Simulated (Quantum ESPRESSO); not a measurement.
Worked example: self-consistent single point of In (I4/mmm, 1 atom in the cell) in Quantum ESPRESSO.

Method: PBE, SSSP 1.1.2 precision (PBE) pseudopotentials (plane waves; Quantum ESPRESSO).

The change in words: lattice scaled by 0.98; ecutwfc: 70 Ry → 140 Ry; pseudopotentials: {In: In.upf} → {In: In.pbe-dn-rrkjus_psl.0.2.2.UPF}; ecutrho: default → 1120 Ry. Reference geometry:
```
In
1.0
    1.62987    -1.62987     2.48243
    1.62987     1.62987     2.48243
   -1.62987    -1.62987     2.48243
In
1
Direct
  0.00000   0.00000   0.00000
```

Reference input (self-consistent single point, DFT, PBE, plane waves, PseudoDojo standard norm-conserving (PBE) pseudopotentials): ecutwfc = 70 Ry; occupations = smearing; smearing = fermi-dirac; degauss = 0.0073499 Ry; potentials = {In: In.upf}; K_POINTS = automatic 7 7 7 0 0 0; conv_thr = 1e-11 Ry; mixing_beta = 0.5. This run's input differs from it in these lines:

```diff
@@ -10,7 +10,8 @@
  ibrav = 7
- celldm(1) = 6.1600347347
- celldm(3) = 1.523076923077
+ celldm(1) = 6.0368359298
+ celldm(3) = 1.523076133272
  nat = 1
  ntyp = 1
- ecutwfc = 70
+ ecutwfc = 140
+ ecutrho = 1120
  occupations = 'smearing'
@@ -24,3 +25,3 @@
 ATOMIC_SPECIES
-In   114.8180  In.upf
+In   114.8180  In.pbe-dn-rrkjus_psl.0.2.2.UPF
 ATOMIC_POSITIONS {crystal}
```

Output, abridged:

```
     Self-consistent Calculation

     iteration #  1     ecut=   140.00 Ry     beta= 0.50

     Threshold (ethr) on eigenvalues was too large:
     Diagonalizing with lowered threshold

     total energy              =    -144.83950027 Ry
     estimated scf accuracy    <       0.00733904 Ry

     iteration #  2     ecut=   140.00 Ry     beta= 0.50

     total energy              =    -144.84049696 Ry
     estimated scf accuracy    <       0.00046809 Ry

     iteration #  3     ecut=   140.00 Ry     beta= 0.50

     total energy              =    -144.84064160 Ry
     estimated scf accuracy    <       0.00011075 Ry

   [... 8 blocks of this kind left out ...]

     iteration # 12     ecut=   140.00 Ry     beta= 0.50

     total energy              =    -144.84065338 Ry
     estimated scf accuracy    <          7.0E-11 Ry

     iteration # 13     ecut=   140.00 Ry     beta= 0.50
     End of self-consistent calculation

     the Fermi energy is    10.6355 ev

!    total energy              =    -144.84065338 Ry
     estimated scf accuracy    <          9.7E-13 Ry
     smearing contrib. (-TS)   =      -0.00117848 Ry
     internal energy E=F+TS    =    -144.83947491 Ry

     convergence has been achieved in  13 iterations

     Forces acting on atoms (cartesian axes, Ry/au):

     atom    1 type  1   force =     0.00000000    0.00000000    0.00000000

     Total force =     0.000000     Total SCF correction =     0.000000

          total   stress  (Ry/bohr**3)                   (kbar)     P=       41.40
   0.00028471  -0.00000000  -0.00000000           41.88       -0.00       -0.00
  -0.00000000   0.00028471   0.00000000           -0.00       41.88        0.00
  -0.00000000   0.00000000   0.00027479           -0.00        0.00       40.42

   JOB DONE.
```

The run converged in 13 iterations. Against the reference run the pressure goes from 1.21 to 4.14 GPa.

The starting cell has typed, rounded lattice constants, without a prior relaxation at this level. Its lattice was rescaled by up to half a per cent. For this run, on top of that: lattice scaled by 0.98.

Cost on one core of a shared machine: roughly 90 s.
